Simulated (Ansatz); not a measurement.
Base system: Mo in the bcc (W type) structure (space group Im-3m, No. 229; a = 3.151 Å).

Structures relaxed with r2SCAN/PAW in Ansatz (an electronic-structure program), no spin-orbit coupling, earlier PAW set.

Base:

Simulated powder pattern, Cu Kα1, λ = 1.54056 Å (kinematic, ideal powder, no thermal factors, no anomalous dispersion; the 10 strongest lines at most, above 2 %, up to 2θ = 90°):

```json
[
 {"2θ (°)": "40.45", "I/Imax (%)": "100", "hkl": "(110)"},
 {"2θ (°)": "58.54", "I/Imax (%)": "16", "hkl": "(200)"},
 {"2θ (°)": "73.57", "I/Imax (%)": "33", "hkl": "(211)"},
 {"2θ (°)": "87.49", "I/Imax (%)": "11", "hkl": "(220)"}
]
```

Now apply this change: a hydrostatic pressure of 18 GPa.

After the change:

Simulated powder pattern, Cu Kα1, λ = 1.54056 Å (kinematic, ideal powder, no thermal factors, no anomalous dispersion; the 10 strongest lines at most, above 2 %, up to 2θ = 90°):

```csv
2θ (°),d (Å),I/Imax (%),hkl
41.29,2.185,100,(110)
59.81,1.545,16,(200)
75.27,1.261,33,(211)
89.67,1.092,11,(220)
```

The indices refer to the base's conventional cell; one index is shown for lines that coincide.

Load acts through the strain it causes; cell and atoms are relaxed under it. Whether these cells are dynamically stable was not tested. Competing high-pressure phases were not computed. The final runs are not spin-polarised.
